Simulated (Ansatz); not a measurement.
Abridged Ansatz (a program for electronic structure) output:

```
Relaxation: its limit of steps is 50 (relax.max_steps)
Pseudopotential: Si, paw, valence charge 4
Pseudopotential: Mo, paw, valence charge 14
Crystal: 3 atoms, lattice volume = 36.878 Å³
Basis set: ecut = 420 eV, 761 PW (Γ), exchange–correlation on 60×60×60 points (8 copies of the dense FFT grid, shifted against one another)
Bands: 15, of which v1, the nominal top of the filled ones, is band 11 counted from 1 (10 counted from 0)
Symmetry: 16 space group operations
k-points: 1183 of 15625
Functional: x = slater, c = lda
SCF iter   1: F=—  HF=-6061.825080 eV  |F-HF|=—  |Δ(HF+E_count)|=         —  Δρ=7.32e-3  dr2=1.24e-2  ethr=1.77e-3  ⟨swp⟩=5.1  Hψ=101308  notcnv=0
SCF iter   2: F=—  HF=-6061.822429 eV  |F-HF|=—  |Δ(HF+E_count)|=   2.65e-3  Δρ=4.10e-3  dr2=4.16e-3  ethr=5.65e-5  ⟨swp⟩=1.0  Hψ=27215  notcnv=0
SCF 1 converged in 7 iterations: F = -6061.821000 eV  dr2 = 7.42e-11
relax step   1: F+E_penalty+E_count = -6061.82100041 eV  Δ(F+E_penalty+E_count) = +0.000e0 eV  max|allowed force component| = 1.607e-1 eV/Å  Δτ_max = 0.0000 Å  (7 SCF iters, accepted)
Crystal: 3 atoms, lattice volume = 36.878 Å³
SCF iter   1: F=—  HF=-6061.822032 eV  |F-HF|=—  |Δ(HF+E_count)|=         —  Δρ=4.83e-4  dr2=1.80e-4  ethr=8.08e-7  ⟨swp⟩=2.1  Hψ=68814  notcnv=0
SCF iter   2: F=—  HF=-6061.821998 eV  |F-HF|=—  |Δ(HF+E_count)|=   3.42e-5  Δρ=2.54e-4  dr2=4.86e-5  ethr=8.08e-7  ⟨swp⟩=1.1  Hψ=17962  notcnv=0
SCF 2 converged in 6 iterations: F = -6061.821981 eV  dr2 = 5.33e-11
relax step   2: F+E_penalty+E_count = -6061.82198083 eV  Δ(F+E_penalty+E_count) = -9.804e-4 eV  max|allowed force component| = 4.924e-2 eV/Å  Δτ_max = 0.0047 Å  (6 SCF iters, accepted)
Crystal: 3 atoms, lattice volume = 36.878 Å³
SCF iter   1: F=—  HF=-6061.822093 eV  |F-HF|=—  |Δ(HF+E_count)|=         —  Δρ=2.14e-4  dr2=3.53e-5  ethr=1.60e-6  ⟨swp⟩=2.2  Hψ=44788  notcnv=0
SCF iter   2: F=—  HF=-6061.822086 eV  |F-HF|=—  |Δ(HF+E_count)|=   6.59e-6  Δρ=1.12e-4  dr2=9.37e-6  ethr=1.61e-7  ⟨swp⟩=1.0  Hψ=27209  notcnv=0
SCF 3 converged in 5 iterations: F = -6061.822083 eV  dr2 = 2.55e-10
relax step   3: F+E_penalty+E_count = -6061.82208318 eV  Δ(F+E_penalty+E_count) = -1.023e-4 eV  max|allowed force component| = 2.446e-4 eV/Å  Δτ_max = 0.0021 Å  (5 SCF iters, accepted)
SCF converged after 5 iterations
Free energy (F): -6061.822083 eV
Internal energy: -6061.813416 eV  (E = F + TS)
E sigma→0 (E₀):  -6061.817749 eV
Entropy (-TS):   -0.008668 eV (-2.889 meV/atom)
Fermi energy:    17.386594 eV
--- Forces (eV/Å), atoms counted from 1 ---
  atom   1  Si     0.00000000    -0.00000000     0.00024460
  atom   2  Si     0.00000000     0.00000000    -0.00024460
  atom   3  Mo     0.00000000     0.00000000    -0.00000000
--- Stress (GPa, compression-positive) ---
       14.973795      -0.000000       0.000000
       -0.000000      14.973795       0.000000
        0.000000       0.000000      17.024209
  P = ⅓ Tr σ = 15.6573 GPa (156.573 kbar)
--- Relaxed structure (3 steps of the walk, 3 accepted, 0 SCFs on fresh bases) ---
  atoms:
    - { symbol: Si, position: [0.6656738166834223, 0.6656738166834223, -4.3535148939262656e-35] }
    - { symbol: Si, position: [0.33432618331657765, 0.33432618331657765, 1.0641925296264205e-35] }
    - { symbol: Mo, position: [1.8963341549593436e-20, 1.8963341549593457e-20, 3.2893223642998447e-35] }
```

What was computed, and what are the main results?

MoSi2, 3 atoms in the cell, with LDA (Ansatz; PAW; 420 eV plane waves; no spin-orbit coupling). The last SCF converged to F = -6061.822083 eV, or -2020.6074 eV per atom, at a pressure of 15.66 GPa. The total energy compares only with runs of the same code, potentials and settings.

The cells carry an imposed strain or load. Whether these cells are dynamically stable was not tested. The final runs are not spin-polarised. The cell was made from MoSi$_{2}$ (space group I4/mmm, No. 139) by this change: isotropic strain −2.00 %.

Keys are those of Ansatz 0.2.
